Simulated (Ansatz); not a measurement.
TiO2: response to strain

The reference is TiO2 in the rutile structure (space group P4_2/mnm, No. 136; a = 4.591 Å, c = 2.939 Å). Axes: x, y, z lie along a, b, c of the conventional cell.

Strains are applied to the cell and any free atomic positions relax; under biaxial strain the out-of-plane vector relaxes too.

Level of theory: PBEsol/PAW in Ansatz (a program for electronic structure), no spin-orbit coupling.

Notes on the quantities. in-plane stress: mean in-plane stress (compression positive).

```tsv
case	ratio −ε⊥/ε∥	in-plane stress	band gap
base	–	–	1.87 eV
biaxial strain −3.00 %, plane normal [001], relaxed out of plane	0.75	+12.2 GPa	1.90 eV
biaxial strain −2.40 %, plane normal [001], relaxed out of plane	0.73	+9.6 GPa	1.88 eV
biaxial strain −1.80 %, plane normal [001], relaxed out of plane	0.71	+7.1 GPa	1.87 eV
biaxial strain −1.20 %, plane normal [001], relaxed out of plane	0.69	+4.6 GPa	1.86 eV
biaxial strain −0.60 %, plane normal [001], relaxed out of plane	–	…	1.86 eV
```

Question: Fill in the withheld entries from the trend.

Answer: 
- biaxial strain −0.60 %, plane normal [001], relaxed out of plane, in-plane stress: +2.3 GPa

Stability against distortions was not tested. The final runs are not spin-polarised.
